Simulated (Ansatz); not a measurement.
The starting structures come from a database of crystals and need not be the phases stable at ambient conditions.

By PBEsol, the system below comes out a metal.

The ballistic (Sharvin) conductance counts the channels at the Fermi level: G/A = (e²/h) × channels of both spins per area.

```
CELL_PARAMETERS angstrom
      5.80399     0.00000     0.00000
      2.90199     5.98451     0.00000
      2.90199     0.00000     2.90199
ATOMIC_POSITIONS crystal
  Ba 0.00000 0.00000 0.00000
  Ni 0.75000 0.50000 0.50000
  Ni 0.25000 0.50000 0.50000
  As 0.34376 0.31248 0.00000
  As 0.65624 0.68752 0.00000
```

Space group of this cell: I4/mmm. The cell is taken as given; by PBEsol its mean pressure is -2.7 GPa.

The current flows along the normal of the first two printed cell vectors, the (110) plane of the conventional cell. No spin-orbit coupling; the value is a mean over 0.1 eV about the Fermi level.

Problem. Compute, with PBEsol (Ansatz, an electronic-structure program), the ballistic conductance per area.

Solution. 0.76 × 10¹⁵ S/m² for both spins.
